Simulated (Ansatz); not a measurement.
Band structure of Mg3Sb2 (P-3m1, 5 atoms in the cell).

```
Mg3Sb2
1.0
    4.50256     0.00000     0.00000
   -2.25128     3.89933     0.00000
    0.00000     0.00000     7.13391
Mg Sb
3 2
Cartesian
  0.00000   0.00000   0.00000
  0.00000   2.59956   2.61543
  2.25128   1.29978   4.51847
  0.00000   2.59956   5.50645
  2.25128   1.29978   1.62746
```

Method: PBE (plane waves, PAW; Ansatz, a program for electronic structure).

Settings: basis.ecutwfc = 420 eV; kpoints.mp_grid.grid = 7 7 4; hamiltonian.xc = pbe; hamiltonian.pseudopotentials = {kind: paw} (the program's default PAW files); scf.occupations.method = fermi_dirac; scf.occupations.width = 0.05 eV; kpoints.band_path.npoints = 8.

The starting cell comes from a database of computed structures (which also holds hypothetical and non-ambient phases and stackings), without a prior relaxation at this level. Its lattice was rescaled by a random factor within 2.5 % of one. Spin-orbit coupling is off.

### Question
Predict the gap along the standard path and the places of the band edges.

### Answer
The gap along the path is 0.22 eV, from Γ to K; the smallest direct gap on it is 1.34 eV.

Levels in eV from the top of the valence band on the path, bands 27 to 34:
| point | 27 | 28 | 29 | 30 | 31 | 32 | 33 | 34 |
|---|---|---|---|---|---|---|---|---|
| Γ | -1.15 | -0.41 | -0.41 | 0.00 | 1.34 | 1.36 | 3.09 | 3.09 |
| M | -3.38 | -2.40 | -2.30 | -0.95 | 0.42 | 2.05 | 2.15 | 2.84 |
| K | -3.73 | -2.67 | -2.67 | -2.66 | 0.22 | 4.27 | 4.46 | 4.46 |
| A | -0.82 | -0.82 | -0.77 | -0.77 | 1.86 | 2.05 | 2.76 | 2.76 |
| L | -1.93 | -1.73 | -1.72 | -1.61 | 0.53 | 1.30 | 1.79 | 2.16 |
| H | -4.14 | -3.51 | -1.04 | -1.04 | 1.84 | 1.84 | 2.54 | 2.64 |

Keys are those of Ansatz 0.2.
